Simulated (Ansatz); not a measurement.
# GaN, response to strain

Consider GaN in the wurtzite structure (space group P6_3mc, No. 186; a = 3.218 Å, c = 5.243 Å). Axes: x lies along a and z along c of the hexagonal cell.

Strains are applied to the cell and any free atomic positions relax.

The values are results of PBE/PAW in Ansatz (a program for electronic structure), without spin-orbit coupling, not measurements.

```tsv
uniaxial strain ε_zz (%)	band gap (eV)
0	1.71
0.6	?
1.2	1.59
1.8	1.53
2.4	1.46
3	1.40
```

Fit E_g = E₀ + Dε (ε in %) to the rows shown and predict the withheld row.

Least squares on the printed values gives E₀ = 1.71 eV, D = -104 meV per % of strain (largest residual 0.00 eV); this predicts 1.65 eV, and the run gives 1.65 eV, in agreement.

Stability against distortions was not tested.
